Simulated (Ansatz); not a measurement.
Structures of equal composition on the (111) surface of fcc Au: a layer of Ni in place of the second plane; a layer of Ni in place of the third plane. The slabs share one bottom face, and each structure is named by its start. These are constructed structures in small cells; real faces may alloy, dewet or reconstruct in larger ones, and not all known structures of the face are among them. Slabs of about 12 Å with all that they carry, Fermi-Dirac smearing of 0.1 eV. Bottom of the slabs: a bare face, its two planes held. Relaxed from the named starts with such symmetry as they have, on meshes of like density; energies extrapolated to zero smearing; no spin-orbit coupling, no U. Spin-polarised runs, if any, are marked in brackets, and their order is one that fits the cell; the others ran without spin.

All values below come from PBE (plane waves to 420 eV, PAW; Ansatz, a first-principles code).

Task: Put the candidates in order of energy per 1x1 cell, lowest first, for PBE.

Result: a layer of Ni in place of the third plane (0.000 eV [spin, 0.3 μB a cell]), a layer of Ni in place of the second plane (0.044 eV [spin, 0.4 μB a cell])
